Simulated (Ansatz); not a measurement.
PtCd (P4/mmm), Ansatz (a quantum-chemistry and plane-wave program) with PBEsol, DFPT electron-phonon coupling, linearised Boltzmann equation. Phonon-limited resistivity 4.34 μΩ·cm at 300 K along x (a = (2.94, 0.00, 0.00) Å; b = (0.00, 2.94, 0.00) Å; c = (0.00, 0.00, 3.85) Å), 5.84 μΩ·cm at 400 K, current-weighted mean free path 31 nm, Drude plasma energy 6.62 eV.

Problem. Estimate the electronic thermal conductivity at 300 K by the Wiedemann-Franz law (L₀ = 2.44×10⁻⁸ W·Ω/K²).

Solution. L₀T/ρ = 2.44×10⁻⁸ × 300/(4.34×10⁻⁸) = 169 W/(m·K). Inelastic scattering puts the true Lorenz number somewhat under L₀ near and below the Debye temperature.

Problem. What is the classical skin depth at 10 GHz (nonmagnetic, μ₀ = 1.257×10⁻⁶ H/m)?

Solution. δ = √(ρ/(π f μ₀)) = 1050 nm.

Problem. What temperature coefficient of resistance follows, and how does it compare with 1/T?

Solution. (ρ₄₀₀ − ρ₃₀₀)/(100 K × ρ₃₀₀) = 3.46×10⁻³ K⁻¹, against 1/T = 3.33×10⁻³ K⁻¹ for a resistivity proportional to T. It lies higher because phonons are still being populated at 300 K; impurities would add a constant and lower it.

A metal at this level (no band gap). Only scattering by harmonic phonons is included (no impurities, grain boundaries, electron-electron scattering or thermal expansion). Spin-orbit coupling is left out, which matters with elements this heavy. The run warned that the eigensolver left some states short of its tolerance. Halving the electron mesh (28x28x24) moves the resistivity by up to 5 % at 300 K, the mean free path by up to 1 %. Smearing 0.20 eV; phonons on a 5x5x4 q mesh, which this run doesn't test.

Computed structure with no diffraction record at hand here (it may be known, metastable or hypothetical): PtCd (P4/mmm).
